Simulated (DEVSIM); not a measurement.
Structure: abrupt Si n-p junction, at 300 K.

Layer 1 from the left is Si, thickness (μm) 0.180, Nd (cm⁻³) 2e17, τn (s) 3.2e-5, τp (s) 3.2e-5. Layer 2 from the left is Si, thickness (μm) 7.00, Na (cm⁻³) 2.8e16, τn (s) 3.2e-5, τp (s) 3.2e-5.

Left contact: ohmic. Right contact: ohmic. Voltage is applied to the left contact. Recombination: SRH at mid-gap, Auger. Mobility is μmin + (μ − μmin)/(1 + (N/Nref)^α).

Constants are typed, rounded textbook-type inputs, not results; the design itself was drawn at random and stands for no fabricated device. Values at 300 K.

Si: gap (eV) 1.124, affinity (eV) 4.05, permittivity 11.7, Nc (cm⁻³) 2.86e19, Nv (cm⁻³) 3.1e19, μn (cm²/Vs) 1417, μp (cm²/Vs) 470, μn,min 52, μp,min 45, Nref,n 9.7e16, Nref,p 2.2e17, αn 0.68, αp 0.72, Cn (cm⁶/s) 2.8e-31, Cp (cm⁶/s) 9.9e-32.

**Question.** Estimate by hand the built-in potential, the peak field at zero bias, the capacitance at 3 V, and compare with a numerical solution.

**Answer.** 
- Built-in potential: ni = √(Nc Nv) exp(−Eg/2kT) = 1.08e10 cm⁻³ with Eg = 1.124 eV; Vbi = kT/q ln(Na Nd/ni²) = 0.814 V; numerical 0.814 V.
- Peak field at zero bias: depletion approximation: W = √(2εVbi/(qN)) = 0.207 μm with N = 2.46e16 cm⁻³; field = 2Vbi/W = 78700 V/cm; numerical 76200 V/cm (estimate above by 3.2 %).
- Capacitance at 3 V: C = √(qεN / 2(Vbi + |V|)) = 23.1 nF/cm²; numerical 23.3 nF/cm² (estimate below by 0.69 %).

DEVSIM, 1D drift-diffusion, Boltzmann statistics, complete ionisation; no tunnelling, impact ionisation, image-force lowering or self-heating.
